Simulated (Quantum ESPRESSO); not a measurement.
## How a calculation on Y3Mg (Imm2, 4 atoms in the cell) responds to its settings

```yaml
crystal:
  lattice:
    - [1.81139, 5.64715, 2.96611]
    - [-1.81139, 5.64715, 2.96611]
    - [-1.81139, -5.64715, 2.96611]
  atoms:
    - { symbol: Y, position: [0.65215, 0.50000, 0.15215] }
    - { symbol: Y, position: [0.00639, 0.25656, 0.74983] }
    - { symbol: Y, position: [0.00639, 0.74344, 0.26295] }
    - { symbol: Mg, position: [0.66839, 0.00000, 0.66839] }
```

Base run A: PBEsol, GBRV 1.5 ultrasoft (PBESOL) pseudopotentials in Quantum ESPRESSO 7.5, self-consistent single point.

Its settings: ecutwfc = 40 Ry; ecutrho = 320 Ry; occupations = smearing; smearing = gauss; degauss = 0.0036749 Ry; potentials = {Y: y_pbesol_v1.4.uspp.F.UPF, Mg: mg_pbesol_v1.4.uspp.F.UPF}; K_POINTS = automatic 6 6 6 0 0 0; conv_thr = 1e-11 Ry.

The starting cell comes from a database of computed structures (which also holds hypothetical and non-ambient phases and stackings), without a prior relaxation at this level.

ΔF is the free energy per atom less that of run A. 

Run A gave: pressure (GPa) -1.94; largest force (eV/Å) 0.094; TS (meV/atom) 1.2; k-points 46.

Runs:
- B: degauss, K_POINTS = 0.002205 Ry, automatic 5 5 5 0 0 0
- C: degauss, K_POINTS = 0.0073499 Ry, automatic 5 5 5 0 0 0
- D: degauss, K_POINTS = 0.02205 Ry, automatic 5 5 5 0 0 0
- E: degauss, K_POINTS = 0.002205 Ry, automatic 6 6 6 0 0 0
- F: degauss, K_POINTS = 0.0073499 Ry, automatic 6 6 6 0 0 0
- G: degauss, K_POINTS = 0.02205 Ry, automatic 6 6 6 0 0 0
- H: degauss, K_POINTS = 0.002205 Ry, automatic 7 7 7 0 0 0
- I: degauss, K_POINTS = 0.0073499 Ry, automatic 7 7 7 0 0 0
- J: degauss, K_POINTS = 0.02205 Ry, automatic 7 7 7 0 0 0
- K: degauss, K_POINTS = 0.002205 Ry, automatic 9 9 9 0 0 0

Task: What does run H change against A?

Result: The free energy hardly moves (within 1 meV/atom), the pressure moves little (-1.94 to -1.90 GPa) and the largest force goes from 0.094 to 0.085 eV/Å.

Task: What does run F change against A?

Result: The free energy falls by 1.9 meV/atom, the pressure moves little (-1.94 to -1.91 GPa) and the largest force hardly changes (0.094 to 0.096 eV/Å).

Task: What does run I change against A?

Result: The free energy goes down by 2.5 meV/atom, the pressure moves little (-1.94 to -1.88 GPa) and the largest force goes from 0.094 to 0.088 eV/Å.

```tsv
run	ΔF (meV/atom)	pressure (GPa)	largest force (eV/Å)	TS (meV/atom)	k-points
A	0.00	-1.94	0.094	1.2	46
B	-3.3	-1.82	0.090	0.7	27
C	-5.9	-1.82	0.096	5.2	27
D	-31.3	-1.66	0.129	61.5	27
E	0.36	-1.94	0.093	0.4	46
F	-1.95	-1.91	0.096	5.6	46
G	-28.2	-1.71	0.123	62.2	46
H	-0.66	-1.90	0.085	0.3	64
I	-2.5	-1.88	0.088	5.0	64
J	-28.1	-1.70	0.123	62.0	64
K	-0.43	-1.92	0.091	0.5	125
```
